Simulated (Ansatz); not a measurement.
## HgSe under a change: uniaxial stress, 0.5 GPa tension along z

The parent structure is HgSe in the zinc blende structure (space group F-43m, No. 216; a = 6.133 Å). Axes: x, y, z lie along the cube axes.

One thing is altered: uniaxial stress, 0.5 GPa tension along z, with the cell and atoms free to relax against it.

All numbers come from PBEsol (Ansatz, an electronic-structure program; PAW; 420 eV plane waves; no spin-orbit coupling). Γ-centred 9×9×9 mesh, Fermi–Dirac width 0.05 eV.

```json
[
 {"quantity": "volume per atom", "base": "28.84 Å³", "changed": "28.92 Å³", "shift": "+0.08 Å³"},
 {"quantity": "shortest interatomic distance", "base": "2.656 Å", "changed": "2.659 Å", "shift": "+0.003 Å"},
 {"quantity": "energy relative to the base (free energy F)", "base": "0 meV/atom", "changed": "+1.0 meV/atom", "shift": "+1.0 meV/atom"},
 {"quantity": "band gap", "base": "zero", "changed": "zero", "shift": "–"},
 {"quantity": "strain response (xx, yy, zz) (rough)", "base": "–", "changed": "(−0.95, −0.95, +2.21) %", "shift": "–"}
]
```

Final structure:

```
CELL_PARAMETERS angstrom
      0.00000     3.03745     3.13437
      3.03745     0.00000     3.13437
      3.03745     3.03745     0.00000
ATOMIC_POSITIONS crystal
  Se 0.25000 0.25000 0.25000
  Hg 0.00000 0.00000 0.00000
```

A case with no gap was solved on a k-mesh chosen for an insulator, which is coarse for it. Without a gap, meshes like the base's 9×9×9 leave anisotropic stresses uncertain by several tenths of a GPa, and small strain energies with them. With Hg present, leaving out spin-orbit coupling can change the band edges. Beyond what the load breaks, stability against distortions was not tested. The final runs are not spin-polarised. The zero or small gap of HgSe can change with the level of theory.
